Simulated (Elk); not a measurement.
Band structure of GaAu (Pnma, 8 atoms in the cell).

```yaml
crystal:
  lattice:
    - [6.31989, 0.00000, 0.00000]
    - [0.00000, 3.67838, 0.00000]
    - [0.00000, 0.00000, 6.32138]
  atoms:
    - { symbol: Ga, position: [0.67939, 0.25000, 0.07584] }
    - { symbol: Ga, position: [0.32061, 0.75000, 0.92416] }
    - { symbol: Ga, position: [0.82061, 0.75000, 0.57584] }
    - { symbol: Ga, position: [0.17939, 0.25000, 0.42416] }
    - { symbol: Au, position: [0.50487, 0.25000, 0.68765] }
    - { symbol: Au, position: [0.49513, 0.75000, 0.31235] }
    - { symbol: Au, position: [0.99513, 0.75000, 0.18765] }
    - { symbol: Au, position: [0.00487, 0.25000, 0.81235] }
```

Method: PBEsol, all-electron FP-LAPW, Elk's shipped species files, default APW+lo basis (Elk 10.2.4).

Settings: xctype = 22; rgkmax = 7; stype = 0; swidth = 0.00367493 Ha; ngridk = 3 5 3; rmtscf = 0.9.

The starting cell comes from a database of computed structures (which also holds hypothetical and non-ambient phases and stackings), without a prior relaxation at this level. Its lattice was rescaled by a random factor within 2.5 % of one. Spin-orbit coupling is off. Values depend on the basis (sphere radii, cutoffs, local orbitals), which need not be converged.

Levels in eV from the Fermi level, bands 85 to 92:
```json
[
 {"point": "Γ", "85": "-2.85", "86": "-1.92", "87": "-0.83", "88": "-0.59", "89": "0.69", "90": "0.92", "91": "4.34", "92": "5.01"},
 {"point": "X", "85": "-2.01", "86": "-2.01", "87": "-1.63", "88": "-1.63", "89": "-0.65", "90": "-0.65", "91": "1.99", "92": "1.99"},
 {"point": "S", "85": "-1.55", "86": "-1.55", "87": "-1.55", "88": "-1.55", "89": "0.58", "90": "0.58", "91": "0.58", "92": "0.58"},
 {"point": "Y", "85": "-3.46", "86": "-3.46", "87": "-0.02", "88": "-0.02", "89": "2.67", "90": "2.67", "91": "3.09", "92": "3.09"},
 {"point": "Z", "85": "-2.75", "86": "-2.75", "87": "0.00", "88": "0.00", "89": "2.68", "90": "2.68", "91": "3.25", "92": "3.25"},
 {"point": "U", "85": "-1.80", "86": "-1.80", "87": "-1.66", "88": "-1.66", "89": "-0.56", "90": "-0.56", "91": "1.06", "92": "1.06"},
 {"point": "R", "85": "-3.10", "86": "-3.10", "87": "-3.10", "88": "-3.10", "89": "3.10", "90": "3.10", "91": "3.10", "92": "3.10"},
 {"point": "T", "85": "-0.48", "86": "-0.48", "87": "0.57", "88": "0.57", "89": "2.04", "90": "2.04", "91": "2.61", "92": "2.61"}
]
```

Bands cross the Fermi level along this path, so the cell is metallic at this level.
